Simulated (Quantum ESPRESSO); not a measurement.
# A short convergence ladder for YSn3 (Pm-3m, 4 atoms in the cell)

```xyz
4
Lattice="4.7144 0.0000 0.0000 0.0000 4.7144 0.0000 0.0000 0.0000 4.7144" Properties=species:S:1:pos:R:3 pbc="T T T"
Y      0.0000     0.0000     0.0000
Sn     2.3572     2.3572     0.0000
Sn     0.0000     2.3572     2.3572
Sn     2.3572     0.0000     2.3572
```

Base method: LDA (PW92), PseudoDojo standard norm-conserving (LDA) pseudopotentials (plane waves; Quantum ESPRESSO 7.5).

Base settings: ecutwfc = 75 Ry; occupations = smearing; smearing = fd; degauss = 0.0073499 Ry; potentials = {Y: Y.upf, Sn: Sn.upf}; K_POINTS = automatic 3 3 3 0 0 0; conv_thr = 1e-09 Ry; mixing_beta = 0.7.

**Zone-centre phonons against the cutoff**

In this ladder: ph.x.tr2_ph = 1e-14; ph.x.fildyn = dyn.G; dynmat.x.fildyn = dyn.G; dynmat.x.asr = simple.

The mesh stays at the base's, so the ladder's end is converged at best in this setting alone.

Frequencies are those of the unrelaxed cell, without the LO-TO term of polar crystals.

Only quantities that move along the ladder and can be compared are tabulated.

| ecutwfc | lowest optical frequency (cm⁻¹) |
|---|---|
| 38 Ry | 54.0 |
| 52 Ry | 58.1 |
| 75 Ry | 57.7 |
| 90 Ry | 57.7 |

Coarsest ecutwfc that holds the lowest optical frequency within 1 cm⁻¹ of the last step, with all finer ones: 52 Ry; the step before is off by 3.7 cm⁻¹.

On the base run: the starting cell comes from a database of computed structures (which also holds hypothetical and non-ambient phases and stackings), without a prior relaxation at this level. Its lattice was rescaled by up to half a per cent. In the base run, with a pressure of about -5 GPa the cell is away from its equilibrium volume at this level. Without a gap this mesh is coarse (it stands for a supercell whose shortest vector is 14 Å).
